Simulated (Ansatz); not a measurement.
Pressure series in SnAu

Consider SnAu in the NiAs type structure (space group P6_3/mmc, No. 194; a = 4.3327 Å, c = 5.5562 Å).

Cell and atoms are relaxed at each pressure.

The values are results of PBEsol in Ansatz (plane waves to 420 eV, PAW, spin-orbit coupling left out), not measurements.

Two rows of this table had their results exchanged by mistake.

| pressure | volume per atom (Å³) | shortest distance (Å) | band gap |
|---|---|---|---|
| pressure −2 GPa | 22.41 | 2.773 | zero |
| pressure −1 GPa | 22.84 | 2.787 | zero |
| pressure 0.3 GPa | 22.51 | 2.776 | zero |
| pressure 0.7 GPa | 23.12 | 2.794 | zero |
| pressure 1.5 GPa | 22.22 | 2.767 | zero |
| pressure 3 GPa | 21.89 | 2.757 | zero |
| pressure 5 GPa | 21.50 | 2.745 | zero |
| pressure 7.5 GPa | 21.05 | 2.730 | zero |
| pressure 10 GPa | 20.66 | 2.718 | zero |

### Question
Which two?

### Answer
The rows for pressure −2 GPa and pressure 0.7 GPa: the volume has to fall steadily with pressure, so 23.12 Å³ belongs to pressure −2 GPa and 22.41 Å³ to pressure 0.7 GPa.

Load acts through the strain it causes; cell and atoms are relaxed under it. Whether these cells are dynamically stable was not tested. No other phases were tried under pressure.

Ansatz is a program for electronic structure.
